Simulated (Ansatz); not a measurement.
Base system: HgTe in the zinc blende structure (space group F-43m, No. 216; a = 6.5098 Å). Axes: x, y, z lie along the cube axes.

Calculations: PBEsol in Ansatz (plane waves to 420 eV, PAW, no SOC).

It is then changed as follows: the cell is scaled by 1.0300 in all directions; the atoms relax in the strained cell.

### Question
Predict the stress tensor and what it implies for the stiffness.

### Answer
Stress of the strained cell less that of the base (GPa, compression positive):
```
   -3.0     0.0     0.0
    0.0    -3.0     0.0
    0.0     0.0    -3.0
```

Then B = −ΔP/(ΔV/V₀) with ΔV/V₀ = 0.0927 gives secant stiffness values (nonlinear terms included at this strain): B ≈ 32 GPa.

As a check, the harmonic strain energy −½ V₀ Δσ:ε is 29 meV/atom; the computed energy rise is 32 meV/atom.

Whether these cells are dynamically stable was not tested. The final runs are not spin-polarised.

Ansatz is a first-principles code.
